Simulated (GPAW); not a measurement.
Band structure of Li (R-3m, 3 atoms in the cell).

```yaml
crystal:
  lattice:
    - [1.50901, 0.87123, 7.30958]
    - [-1.50901, 0.87123, 7.30958]
    - [0.00000, -1.74246, 7.30958]
  atoms:
    - { symbol: Li, position: [0.77703, 0.77703, 0.77703] }
    - { symbol: Li, position: [0.22297, 0.22297, 0.22297] }
    - { symbol: Li, position: [0.00000, 0.00000, 0.00000] }
```

Computed with LDA (Perdew-Wang 92), GPAW PAW datasets LDA (gpaw-data 1.0.1) (plane waves; GPAW 25.7.0).

Settings: mode = pw; ecut = 600 eV; xc = LDA; kpts = 10 10 10; mesh shift (steps) = 0 0 0; occupations.name = methfessel-paxton; occupations.width = 0.2 eV; occupations.order = 0; nbands = -11; convergence.density = 1e-05 e/electron; symmetry.symmorphic = false; symmetry.tolerance = 0.0005; maxiter = 100; bandpath_npoints = 40.

The starting cell comes from a database of computed structures (which also holds hypothetical and non-ambient phases and stackings), without a prior relaxation at this level. Its lattice was rescaled by a random factor within 2.5 % of one.

Levels in eV from the Fermi level, bands 1 to 5:
```json
[
 {"point": "Γ", "1": "-3.55", "2": "-1.55", "3": "-1.54", "4": "6.06", "5": "6.17"},
 {"point": "L", "1": "-0.07", "2": "0.87", "3": "1.08", "4": "3.96", "5": "4.09"},
 {"point": "B1", "1": "1.53", "2": "1.84", "3": "2.22", "4": "2.42", "5": "3.32"},
 {"point": "B", "1": "1.53", "2": "1.84", "3": "2.22", "4": "2.42", "5": "3.32"},
 {"point": "Z", "1": "-3.04", "2": "-3.03", "3": "0.05", "4": "3.28", "5": "11.07"},
 {"point": "X", "1": "1.53", "2": "1.99", "3": "2.21", "4": "2.34", "5": "3.25"},
 {"point": "Q", "1": "1.53", "2": "1.99", "3": "2.21", "4": "2.34", "5": "3.25"},
 {"point": "F", "1": "0.25", "2": "0.30", "3": "1.24", "4": "3.47", "5": "4.59"},
 {"point": "P1", "1": "0.10", "2": "0.42", "3": "1.24", "4": "3.67", "5": "4.50"},
 {"point": "P", "1": "0.10", "2": "0.42", "3": "1.24", "4": "3.67", "5": "4.50"}
]
```

Bands cross the Fermi level along this path, so the cell is metallic at this level.
